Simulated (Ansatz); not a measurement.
**What isotropic strain +1.00 % does to SiC**

Start from SiC in the zinc blende structure (space group F-43m, No. 216; a = 4.3290 Å).

One thing is altered: the cell is scaled by 1.0100 in all directions, atoms relaxed at fixed cell.

The values are results of LDA (Ansatz, an electronic-structure program, PAW, scalar-relativistic without spin-orbit coupling), not measurements. Settings: 13×13×13 k-points, 0.05 eV Fermi–Dirac smearing.

| quantity | base | changed | shift |
|---|---|---|---|
| volume per atom | 10.14 Å³ | 10.45 Å³ | +0.31 Å³ |
| space group | F-43m (No. 216) | F-43m (No. 216) | – |
| shortest interatomic distance | 1.875 Å | 1.893 Å | +0.0187 Å |
| energy relative to the base (free energy F) | 0 meV/atom | +6.3 meV/atom | +6.3 meV/atom |
| pressure | 0.00 GPa | -6.47 GPa | -6.47 GPa |
| band gap | 1.30 eV | 1.33 eV | +0.025 eV |
| gap character | indirect, Γ → X | indirect, Γ → X | – |
| smallest direct gap | 4.53 eV | 4.50 eV | -0.03 eV |
| mean gap deformation potential ΔEg/Δln V | – | +0.8 eV | – |
| electron mass | 0.68 mₑ along k, 0.23 mₑ across (at X) | 0.69 mₑ along k, 0.23 mₑ across (at X) | – |
| hole mass (degenerate bands, along [100]) | 0.39, 0.59, 0.59 mₑ (at Γ) | 0.37, 0.59, 0.59 mₑ (at Γ) | – |

Effective masses come from finite differences of ±0.01 Å⁻¹. Along k means along the line from Γ to the band edge. Whether these cells are dynamically stable was not tested.
